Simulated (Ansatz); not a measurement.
# A computed series for HgS: pressure series

Start from HgS in the zinc blende structure (space group F-43m, No. 216; a = 5.992 Å).

Cell and atoms are relaxed at each pressure.

Level of theory: DFT with PBE, PAW potentials and a 420 eV plane-wave cutoff in Ansatz (a quantum-chemistry and plane-wave program), without spin-orbit coupling.

```
pressure (GPa)  volume per atom (Å³/atom)
--------------  -------------------------
-2                                 28.106
-1                                      ?
0                                  26.886
0.9                                26.431
2.1                                25.887
4.5                                24.957
9                                  23.611
15                                 22.282
30                                 20.081
```

Question: Fit the third-order Birch–Murnaghan form P(V) = (3B₀/2)[(V₀/V)^(7/3) − (V₀/V)^(5/3)]·[1 + (3/4)(B₀′ − 4)((V₀/V)^(2/3) − 1)] (squares taken in P) to the rows shown and predict the withheld row.

Answer: Least squares on the printed values gives V₀ = 26.888 Å³/atom, B₀ = 50.6 GPa, B₀′ = 4.8; this predicts 27.453 Å³/atom, and the run gives 27.455 Å³/atom, 0.002 higher.

A case with no gap was solved on a k-mesh chosen for an insulator, which is coarse for it. Load acts through the strain it causes; cell and atoms are relaxed under it. Stability against distortions was not tested. Tetrahedral semiconductors of this kind turn to denser phases somewhere between about 1 and 50 GPa; those were not computed, so compressed cells here can lie past the real transition. The final runs are not spin-polarised.
